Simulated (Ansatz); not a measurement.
We consider fluorite HfO₂ (high-temperature phase), described by LDA in Ansatz (PAW).

Run with plane-wave cutoff 520 eV, 8×8×8 k mesh, perturbation theory, scalar-relativistic PAW data made under PBE.

Cell (relaxed at this level):

```cif
data_HfO2
_chemical_formula_sum 'Hf1 O2'
_space_group_name_H-M_alt 'P 1'
_space_group_IT_number 1
_cell_length_a 3.53614
_cell_length_b 3.53614
_cell_length_c 3.53614
_cell_angle_alpha 60.000
_cell_angle_beta 60.000
_cell_angle_gamma 60.000
loop_
_space_group_symop_operation_xyz
  'x, y, z'
loop_
_atom_site_label
_atom_site_type_symbol
_atom_site_fract_x
_atom_site_fract_y
_atom_site_fract_z
_atom_site_occupancy
Hf1 Hf 0.00000 0.00000 0.00000 1
O1 O 0.25000 0.25000 0.25000 1
O2 O 0.75000 0.75000 0.75000 1
```

Estimate the electronic dielectric constant ε∞ that the calculation returns.


electronic dielectric constant ε∞: 5.39

Note: symmetry holds this phase in the static calculation, where it need not be a minimum; the run finds an imaginary mode (216i cm⁻¹), so the cell is a saddle point at this level.

Spin–orbit coupling is not included.

It cost about 6 core-minutes (a rough figure) of CPU time.

Ansatz is a first-principles code.
